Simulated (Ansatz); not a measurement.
Data:

```yaml
crystal:
  lattice:
    - [4.54810, 0.00000, 0.03047]
    - [0.00000, 4.54810, 0.00000]
    - [0.01954, 0.00000, 2.91711]
  atoms:
    - { symbol: Ti, position: [0.00000, 0.00000, 0.00000] }
    - { symbol: Ti, position: [0.50000, 0.50000, 0.50000] }
    - { symbol: O, position: [0.30392, 0.30401, 0.00219] }
    - { symbol: O, position: [0.80392, 0.19599, 0.50219] }
    - { symbol: O, position: [0.19608, 0.80401, 0.49781] }
    - { symbol: O, position: [0.69608, 0.69599, 0.99781] }
```

No spin polarisation.

Calculations: Kohn–Sham DFT with the LDA functional, run in Ansatz (a first-principles code) with PAW and 420 eV plane waves, without spin-orbit coupling. Γ-centred 7×7×11 mesh, Fermi–Dirac width 0.05 eV.

What valence-band top at Γ (three highest levels, from the VBM) does the calculation give?

0.00, -0.46, -0.47 eV.

Predict the gap character.

Direct at Γ.

Predict the band gap.

1.86 eV.

What is the computed pressure (mean of the normal stresses, compression positive)?

0.01 GPa.

The cells carry an imposed strain or load. No phonon test of stability was made. The final runs are not spin-polarised. The cell was made from TiO2 in the rutile structure (space group P4_2/mnm, No. 136) by this change: tensor shear ε_xz = +0.67 %.
